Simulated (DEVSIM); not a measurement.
System: abrupt Si n-p junction, at 300 K.

Layer 1 from the left is Si, thickness (μm) 30.0, Nd (cm⁻³) 1.3e15, τn (s) 2.7e-6, τp (s) 2.7e-6. Layer 2 from the left is Si, thickness (μm) 0.480, Na (cm⁻³) 1.5e14, τn (s) 2.7e-6, τp (s) 2.7e-6.

Left contact: ohmic. Right contact: ohmic. Voltage is applied to the left contact. Recombination: SRH at mid-gap. Gap narrowing is on: ΔEg = 6.92 meV × (l + √(l² + 0.5)), l = ln(N/1.3e17 cm⁻³), shared equally by both band edges. Mobility is μmin + (μ − μmin)/(1 + (N/Nref)^α).

The device is made up for the run: typed textbook-type constants, with dimensions and the other settings drawn at random. Values at 300 K.

Si: gap (eV) 1.124, affinity (eV) 4.05, permittivity 11.7, Nc (cm⁻³) 2.86e19, Nv (cm⁻³) 3.1e19, μn (cm²/Vs) 1417, μp (cm²/Vs) 470, μn,min 52, μp,min 45, Nref,n 9.7e16, Nref,p 2.2e17, αn 0.68, αp 0.72.

Model (solved in DEVSIM): 1D drift-diffusion, Boltzmann statistics, complete ionisation; no tunnelling, impact ionisation, image-force lowering or self-heating.

**Question.** What does the simulation give for the dark forward voltage at 1 A/cm², the potential step across the device at zero bias, the largest field in the device at zero bias, the dark forward voltage at 100 A/cm²?

**Answer.** dark forward voltage at 1 A/cm² 0.393 V; potential step across the device at zero bias 0.549 V; largest field in the device at zero bias 8100 V/cm; dark forward voltage at 100 A/cm² 1.502 V.
